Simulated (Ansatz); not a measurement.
Consider AlRu in the CsCl type structure (space group Pm-3m, No. 221; a = 2.955 Å; relaxed with 0.1 eV smearing). Axes: x, y, z lie along the cube axes.

The values are results of Kohn–Sham DFT with the LDA functional, run in Ansatz (a quantum-chemistry and plane-wave program) with PAW and 420 eV plane waves, scalar-relativistic without spin-orbit coupling, not measurements.

Strains are applied to the cell and any free atomic positions relax.

One change was made to it. Results:

| quantity | base | after |
|---|---|---|
| pressure (mean of the normal stresses, compression positive) | 0.0 GPa | -3.3 GPa |
| energy relative to the base (free energy F) | 0 meV/atom | +3.1 meV/atom |

**Question.** What was done to the base?
A) uniaxial strain ε_zz = +1.50 %
B) uniaxial strain ε_zz = +2.00 %
C) uniaxial strain ε_zz = +3.00 %
D) uniaxial strain ε_zz = +1.00 %

**Answer.** A, uniaxial strain ε_zz = +1.50 %. For comparison, the energy relative to the base in the other runs: uniaxial strain ε_zz = +1.00 % gives +1.4 meV/atom; uniaxial strain ε_zz = +3.00 % gives +12 meV/atom; uniaxial strain ε_zz = +2.00 % gives +5.5 meV/atom.

No phonon test of stability was made. All final runs are without spin polarisation.
